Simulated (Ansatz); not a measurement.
Partial pair distribution functions of a relaxed model of amorphous Ge$_{28}$Se$_{28}$B$_{3}$, broadened by 0.06 Å; density 4.88 g/cm³. These are PBE-D3(BJ), scalar-relativistic without spin-orbit coupling, PAW (Ansatz default set, large-core Se) (plane waves to 420 eV; Ansatz, a program for electronic structure) values and carry that method's errors.

The cell was made by melting and quenching with the CHGNet potential and then relaxed with DFT. The hot cell started wider than the set density and was brought back towards it in steps. It is the lowest in DFT energy of 3 quenches. It is a model cell: composition and starting density were chosen by hand, and all elements were melted together. The geometry includes D3(BJ) dispersion. Its density started from a set value of 4.88 and ended at 4.88 g/cm³. The simulated quench (nominally 180 K/ps over its main leg) is rapid and tends to freeze in more defects than a deposited or slowly cooled glass has. Values belong to this one cell and scatter from quench to quench. Volume and shape were free in the relaxation. On a 2×2×2 Γ-centred mesh force components of up to 0.16 eV/Å stay, since the relaxation ran on one k-point at (1/4, 1/4, 1/4).

```csv
r (Å),g Ge-Se,g Ge-Ge,g Se-Se
2.20,0.00,0.00,0.00
2.30,0.22,0.00,0.00
2.40,1.91,0.20,0.00
2.50,4.69,1.25,0.00
2.60,4.75,1.73,0.00
2.70,2.50,1.24,0.00
2.80,0.92,1.24,0.00
2.90,0.75,1.09,0.00
3.00,0.99,0.25,0.00
3.10,1.01,0.61,0.07
3.20,0.75,1.12,0.67
3.30,0.77,1.02,1.39
3.40,0.87,1.01,1.80
3.50,0.84,1.27,2.49
3.60,1.02,1.43,2.43
3.70,0.93,1.33,2.68
3.80,1.17,1.76,2.24
3.90,0.92,2.07,1.36
4.00,0.86,1.60,1.91
4.10,0.82,1.20,1.62
4.20,0.68,0.92,1.09
4.30,0.94,0.85,1.28
4.40,0.97,0.91,1.17
4.50,0.67,1.26,0.90
4.60,0.57,0.78,0.48
4.70,0.52,0.50,0.53
4.80,0.76,0.45,0.61
4.90,1.25,0.49,0.36
5.00,1.09,0.96,0.45
5.10,0.99,1.12,0.48
5.20,1.02,1.02,0.49
```

Within 2.86 Å each Ge has 2.39 Se neighbours on average.
